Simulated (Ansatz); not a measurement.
The starting structures come from a database of crystals and need not be the phases stable at ambient conditions.

The decay constant κ of evanescent states in the gap governs leakage through a thin film.

Data:

```
RbSrCFO3
1.0
    4.86527     0.00000     0.00000
    0.00000     9.30950     0.00000
    0.00000     4.65475     2.68742
Rb Sr C O F
1 1 1 3 1
Direct
  0.00000   0.33333   0.00000
  0.50000   0.00000   0.00000
  0.50000   0.66667   0.00000
  0.50000   0.52665   0.42005
  0.50000   0.52665   0.00000
  0.50000   0.94670   0.57994
  0.00000   0.00000   0.00000
```

Space group of this cell: P-6m2. The cell is taken as given; by r2SCAN its mean pressure is -3.3 GPa.

Transport runs along the normal of the first two printed cell vectors, the (110) plane of the conventional cell.

The gap is the functional's own. No spin-orbit coupling. Mid-gap values are interpolated on the energy grid.

Question: Estimate the band gap and the smallest decay constant κ at mid-gap that r2SCAN (Ansatz, a program for electronic structure) returns for this system.

Answer: Gap 4.68 eV on a 6×12×12 mesh; κ = 0.464 1/Å, at the zone centre.
